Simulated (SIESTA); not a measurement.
Input and output of a self-consistent single point for CaGaSiH (P3m1, 4 atoms in the cell) (SIESTA).

Method of the run: GGA PBEsol, numerical atomic orbitals DZP, PseudoDojo PBEsol standard norm-conserving potentials (rewritten from UPF to PSML) (SIESTA).

The change in words: lattice scaled by 0.98. Reference geometry:
```
CaGaSiH
1.0
    4.09110     0.00000     0.00000
   -2.04555     3.54300     0.00000
    0.00000     0.00000     4.76280
Ca Ga Si H
1 1 1 1
Direct
  0.00000   0.00000   0.00000
  0.66667   0.33333   0.55680
  0.33333   0.66667   0.43370
  0.66667   0.33333   0.92500
```

Reference input (self-consistent single point, DFT, GGA PBEsol, numerical atomic orbitals DZP, PseudoDojo PBEsol standard norm-conserving potentials (rewritten from UPF to PSML)): XC.functional = GGA; XC.authors = PBEsol; potentials = PseudoDojo PBEsol standard; PAO.BasisSize = DZP; PAO.EnergyShift = 0.005 Ry; MeshCutoff = 400 Ry; kgrid.MonkhorstPack = 6 6 5; OccupationFunction = FD; ElectronicTemperature = 20 meV; MaxSCFIterations = 150; SCF.Mixer.Method = Broyden; SCF.Mixer.Weight = 0.1. This run's input differs from it in these lines:

```diff
@@ -14,5 +14,5 @@
 %block LatticeVectors
-     4.091100000    0.000000000    0.000000000
-    -2.045550000    3.542997000    0.000000000
-     0.000000000    0.000000000    4.762800000
+     4.009278000    0.000000000    0.000000000
+    -2.004639000    3.472137000    0.000000000
+     0.000000000    0.000000000    4.667544000
 %endblock LatticeVectors
@@ -21,5 +21,5 @@
      0.000000000    0.000000000    0.000000000  1
-     2.045552046    1.180997819    2.651927040  2
-    -0.000002046    2.361999181    2.065626360  3
-     2.045552046    1.180997819    4.405590000  4
+     2.004641005    1.157377843    2.598888499  2
+    -0.000002005    2.314759157    2.024313833  3
+     2.004641005    1.157377843    4.317478200  4
 %endblock AtomicCoordinatesAndAtomicSpecies
```

Output (repeated stretches shortened):

```
        iscf     Eharris(eV)        E_KS(eV)     FreeEng(eV)     dDmax    Ef(eV) dHmax(eV)
   scf:    1    -3245.147042    -3258.378745    -3258.378745  2.127874 -4.983049  3.358046
   scf:    2    -3258.737750    -3258.562364    -3258.562364  0.032004 -5.089131  2.875062
   scf:    3    -3259.156163    -3258.939738    -3258.939738  0.145840 -4.758834  0.582221
   scf:    4    -3258.960795    -3258.951555    -3258.951555  0.022947 -4.717541  0.192631
   scf:    5    -3258.955971    -3258.954504    -3258.954504  0.012956 -4.715143  0.085365
   [... 2 lines left out ...]
   scf:    8    -3258.954944    -3258.954929    -3258.954929  0.002551 -4.713946  0.009689
   scf:    9    -3258.954937    -3258.954933    -3258.954933  0.001403 -4.714406  0.001176
   scf:   10    -3258.954933    -3258.954933    -3258.954933  0.000130 -4.714450  0.000740
   scf:   11    -3258.954933    -3258.954933    -3258.954933  0.000068 -4.714445  0.000634
SCF Convergence by DM+H criterion
max |DM_out - DM_in|         :     0.0000675093
max |H_out - H_in|      (eV) :     0.0006343482
SCF cycle converged after 11 iterations

Using DM_out to compute the final energy and forces

siesta: E_KS(eV) =            -3258.9549

siesta: E_KS - E_eggbox =     -3258.9549

siesta: Atomic forces (eV/Ang):
     1   -0.000007    0.000004   -0.014343
     2   -0.000175    0.000100   -0.074994
     3    0.000188   -0.000108    0.026031
     4   -0.000011    0.000006    0.063925
   Tot   -0.000005    0.000003    0.000619
   Max    0.074994
   Res    0.029712    sqrt( Sum f_i^2 / 3N )
   Max    0.074994    constrained

Stress tensor Voigt[x,y,z,yz,xz,xy] (kbar):      -86.17      -86.08      -73.16       -0.00        0.00        0.08
(Free)E + p*V (eV/cell)    -3255.6376
   [... lines left out ...]
siesta: FreeEng =     -3258.954933
   [... lines left out ...]
siesta:    -0.053780    0.000048    0.000002
siesta:     0.000048   -0.053725   -0.000001
siesta:     0.000002   -0.000001   -0.045662

siesta: Cell volume =         64.975771 Ang**3

siesta: Pressure (static):
siesta:                Solid            Molecule  Units
siesta:           0.00055607          0.00054870  Ry/Bohr**3
siesta:           0.05105567          0.05037895  eV/Ang**3
siesta:          81.80019674         80.71597913  kBar
```

The run converged in 11 iterations. Against the reference run the free energy rises by 35.2 meV/atom, the pressure goes from 3.18 to 8.18 GPa, the largest force goes from 0.101 to 0.075 eV/Å and the gap on the mesh goes from 0.526 to 0.556 eV.

The starting cell comes from a database of computed structures (which also holds hypothetical and non-ambient phases and stackings), without a prior relaxation at this level. For this run, on top of that: lattice scaled by 0.98. Values carry the incompleteness of an atom-centred basis. The basis of the alkali or alkaline-earth atoms may lack their empty d shell, which can raise the gap. With a pressure of about 8 GPa the cell is away from its equilibrium volume at this level.

Cost on one core of a shared machine: roughly 60 s.
